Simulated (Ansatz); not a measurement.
The structure below was relaxed with Ansatz (a first-principles code), PBEsol, PAW, cutoff 420 eV, scalar-relativistic without spin-orbit coupling.

```
CELL_PARAMETERS angstrom
      2.96525     0.00000     0.00000
      0.00000     2.96525     0.00000
      0.00000     0.00000     9.33461
ATOMIC_POSITIONS crystal
  Ti 0.00000 0.00000 0.00000
  Ti 0.50000 0.50000 0.80175
  Ca 0.00000 0.00000 0.50000
  Ti 0.50000 0.50000 0.19825
```

Q: Find the space group and the Wyckoff positions.

A: Space group P4/mmm (No. 123); a = b = 2.965 Å, c = 9.335 Å, α = β = γ = 90.00°

```
atom  site  symmetry       x       y       z
----  ----  --------  ------  ------  ------
Ti      1a     4/mmm  0.0000  0.0000  0.0000
Ti      2h       4mm  0.5000  0.5000  0.1982
Ca      1b     4/mmm  0.0000  0.0000  0.5000
```

Q: Describe the coordination.

A: The crystal has 4 atoms in its conventional cell. Conventional cell: a = 2.965 Å, b = 2.965 Å, c = 9.335 Å, α = 90.00°, β = 90.00°, γ = 90.00°. Ti1 is coordinated by 8 Ti at 2.797 Å and 4 Ti at 2.965 Å (cuboctahedral). Ti2 is surrounded by 4 Ti at 2.797 Å and 4 Ti at 2.965 Å and 1 Ti at 3.701 Å and 4 Ca at 3.511 Å. Ca is surrounded by 4 Ca at 2.965 Å and 8 Ti at 3.511 Å. (Neighbours: up to the widest gap in distance over summed covalent radii, below 1.35, at either atom.)

These are small ordered cells, not random alloys; other orderings at the same x differ. Whether these cells are dynamically stable was not tested. The final runs are not spin-polarised. The cell was made from Ca by this change: x(Ti) = 0.75, 4 atoms, P4/mmm. CaTi3 has a high density of states at the Fermi level and may be magnetic at this level.
